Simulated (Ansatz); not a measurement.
# Ta2O5 (C2/m, No. 12, 7 atoms in the cell; start mp-1218141)

These are HSE06 (plane waves, PAW; Ansatz, a program for electronic structure) values and carry that method's errors.

Settings: plane-wave cutoff 460 eV, 6×6×6 k mesh, Fermi–Dirac smearing 0.01 eV, scalar-relativistic PAW data made under PBE.

Cell (relaxed with PBE-D3(BJ)):

```
CELL_PARAMETERS angstrom
      3.84013     0.00489    -0.27525
     -0.00355     3.89232     0.01948
     -1.45264    -0.07028     6.65411
ATOMIC_POSITIONS crystal
  Ta 0.85148 0.02675 0.05293
  Ta 0.55995 0.97325 0.46993
  O  0.85425 0.50747 0.05845
  O  0.55717 0.49253 0.46441
  O  0.39072 0.00137 0.13143
  O  0.02070 0.99863 0.39143
  O  0.70573 0.00000 0.76143
```

```
Quantity                                                          Result
-------------------------------------------  ---------------------------
band gap                                     3.77 eV (on the SCF k mesh)
smallest direct gap on the k points sampled                      4.53 eV
Γ–Γ gap                                                          4.55 eV
```

Note: cell and atoms aren't relaxed at this level (largest force component 0.25 eV/Å, pressure -4.1 GPa).

Spin–orbit coupling is not included.

The computed numbers hold no vibrational or temperature effects.

A start named mp-… is a Materials Project structure, which need not be a measured phase.
